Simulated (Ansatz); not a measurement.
Data:

```yaml
crystal:
  lattice:
    - [0.00000, 2.50408, 2.50408]
    - [2.50408, 0.00000, 2.50408]
    - [2.50408, 2.50408, 0.00000]
  atoms:
    - { symbol: Pb, position: [0.00000, 0.00000, 0.00000] }
```

No spin polarisation.

Computed with PBEsol, PAW, 420 eV (Ansatz, an electronic-structure program; no spin-orbit coupling). k-mesh 23×23×23 (Γ-centred); smearing 0.1 eV (Fermi–Dirac).

Question: Predict the band gap, pressure and space group.

Answer: The band gap comes out as zero and the pressure is -1.9 GPa. The space group is Fm-3m (No. 225).

The cells carry an imposed strain or load. Stability against distortions was not tested. The cell was made from Pb in the fcc (Cu type) structure (space group Fm-3m, No. 225) by this change: isotropic strain +1.50 %.
